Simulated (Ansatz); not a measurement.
## A computed series for BAs: pressure series

Base system: BAs in the zinc blende structure (space group F-43m, No. 216; a = 4.7839 Å).

Cell and atoms are relaxed at each pressure.

Level of theory: r2SCAN (Ansatz, an electronic-structure program), without spin-orbit coupling.

| pressure (GPa) | volume per atom (Å³/atom) |
|---|---|
| -2 | 13.886 |
| 0 | 13.685 |
| 0.9 | 13.599 |
| 2.1 | 13.488 |
| 4.5 | 13.279 |
| 9 | 12.928 |
| 15 | ? |
| 22.5 | 12.085 |
| 30 | 11.710 |

Fit the third-order Birch–Murnaghan form P(V) = (3B₀/2)[(V₀/V)^(7/3) − (V₀/V)^(5/3)]·[1 + (3/4)(B₀′ − 4)((V₀/V)^(2/3) − 1)] (squares taken in P) to the rows shown and predict the withheld row.

Least squares on the printed values gives V₀ = 13.685 Å³/atom, B₀ = 141 GPa, B₀′ = 4.0; this predicts 12.520 Å³/atom, and the run gives 12.520 Å³/atom, in agreement.

Load acts through the strain it causes; cell and atoms are relaxed under it. Stability against distortions was not tested. Competing high-pressure phases were not computed.
